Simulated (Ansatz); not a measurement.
Abridged Ansatz (a program for electronic structure) output:

```
Pseudopotential: Ta, paw, valence charge 13
Pseudopotential: As, paw, valence charge 15
Crystal: 4 atoms, lattice volume = 68.080 Å³
Basis set: ecut = 420 eV, 1363 PW (Γ), exchange–correlation on 90×90×90 points (8 copies of the dense FFT grid, shifted against one another)
Bands: 32, of which v1, the nominal top of the filled ones, is band 28 counted from 1 (27 counted from 0)
Symmetry: 8 space group operations
k-points: 550 of 6859 (time reversal used)
Functional: x = pbesol(κ = 0.804, μ = 0.12345679012345678), c = pbesol(β = 0.046)
SCF iter   1: F=—  HF=-29241.507640 eV  |F-HF|=—  |Δ(HF+E_count)|=         —  Δρ=7.28e-3  dr2=2.50e-2  ethr=1.77e-3  ⟨swp⟩=6.0  Hψ=69992  notcnv=0
SCF iter   2: F=—  HF=-29241.504103 eV  |F-HF|=—  |Δ(HF+E_count)|=   3.54e-3  Δρ=4.11e-3  dr2=7.28e-3  ethr=4.47e-5  ⟨swp⟩=1.1  Hψ=22078  notcnv=0
SCF 1 converged in 8 iterations: F = -29241.503285 eV  dr2 = 3.13e-10
SCF converged after 8 iterations
Free energy (F): -29241.503285 eV
Internal energy: -29241.500431 eV  (E = F + TS)
E sigma→0 (E₀):  -29241.501858 eV
Entropy (-TS):   -0.002854 eV (-0.713 meV/atom)
Fermi energy:    17.312958 eV
--- Forces (eV/Å), atoms counted from 1 ---
  atom   1  Ta    -0.00000000     0.00000000     0.00058543
  atom   2  Ta     0.00000000    -0.00000000     0.00058543
  atom   3  As    -0.00000000     0.00000000    -0.00058459
  atom   4  As     0.00000000     0.00000000    -0.00058459
--- Stress (GPa, compression-positive) ---
        0.001653       0.000000      -0.000000
        0.000000       0.001653      -0.000000
       -0.000000      -0.000000      -0.002578
  P = ⅓ Tr σ = 0.0002 GPa (0.002 kbar)
```

**Question.** What was computed, and what are the main results?

**Answer.** TaAs, 4 atoms in the cell, with PBEsol, PAW, 420 eV (Ansatz; no spin-orbit coupling). The last SCF converged to F = -29241.503285 eV, or -7310.3758 eV per atom, at a pressure of 0.00 GPa. The total energy compares only with runs of the same code, potentials and settings.

With Ta present, leaving out spin-orbit coupling can change the band edges. Whether these cells are dynamically stable was not tested. The final runs are not spin-polarised. The cell is TaAs (space group I4_1md, No. 109).
